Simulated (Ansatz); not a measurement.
Consider InAs in the zinc blende structure (space group F-43m, No. 216; a = 6.087 Å).

Now apply this change: an isotropic linear strain of +1.71 %, atoms relaxed at fixed cell.

Levels (all Ansatz, a program for electronic structure, PAW, earlier PAW set): PBEsol (420 eV, scalar-relativistic without spin-orbit coupling); r2SCAN (500 eV, no SOC).

The geometry is relaxed with PBEsol.

| Quantity | Result |
|---|---|
| PBEsol pressure | -2.5 GPa |

Task: How does going to r2SCAN change the pressure?

Result: The pressure grows by 0.4 GPa, from -2.5 GPa to -2.1 GPa.

Single points use the geometry relaxed with PBEsol. Their cutoffs differ, which shifts pressures a little. The mesh was chosen for an insulator and is coarse for the gapless case. Whether these cells are dynamically stable was not tested. All final runs are without spin polarisation.
